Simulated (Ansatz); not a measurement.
## A computed series for In2Au: element substitutions

Start from In2Au (space group Fm-3m, No. 225; a = 6.539 Å).

Each row replaces one element on all its sites; cell and atoms are relaxed.

All numbers come from Ansatz (a quantum-chemistry and plane-wave program) PBEsol, spin-orbit coupling left out.

| case | shortest interatomic distance | density |
|---|---|---|
| base | 2.831 Å | 10.14 g/cm³ |
| Au → P | 2.899 Å | 5.77 g/cm³ |
| In → Zn | 2.593 Å | 10.14 g/cm³ |
| In → Ag | 2.706 Å | 11.23 g/cm³ |

Whether these cells are dynamically stable was not tested. As relaxed here, In2P, Zn2Au and Ag2Au are hypothetical phases, not in the database extracts checked. The final runs are not spin-polarised. An odd electron count without spin: In2P, In2Au, Zn2Au and Ag2Au.
